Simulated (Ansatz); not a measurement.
The starting structures come from a database of crystals and need not be the phases stable at ambient conditions.

 Where the default PAW files enter, the runs use the earlier of Ansatz's two default sets.

Given:

```xyz
4
Lattice="4.5062 0.0000 0.0000 0.0000 4.5062 0.0000 0.0000 0.0000 6.3488" Properties=species:S:1:pos:R:3 pbc="T T T"
Al     0.0000     0.0000     0.0000
In     2.2531     2.2531     3.1744
Sb     0.0000     2.2531     1.4816
Sb     2.2531     0.0000     4.8672
```

Space group of this cell: P-4m2. The cell is taken as given.

Method: r2SCAN (plane waves, PAW; Ansatz, a quantum-chemistry and plane-wave program).

The current runs along the normal of the first two printed vectors; no spin-orbit coupling. Scaled by the factor s: all lengths (ions clamped). Meshes 8×8×6 and 8×8 across the current in all rows.

```tsv
s	mean pressure (GPa)	band gap (eV)
0.98	3.3	?
1.00	-0.1	0.94
1.02	-2.6	0.53
```

Q: Take the slope of the band gap against ln s from the two given rows, extrapolate to s = 0.98, and say what the run there gives.

A: Slope = (0.53 − 0.94) / ln 1.02 = -20.7 eV. The line gives 0.94 + (-20.7) × ln 0.98 = 1.36 eV. The run gives 1.11 eV, 0.25 eV under the line, 59 % of the predicted step.
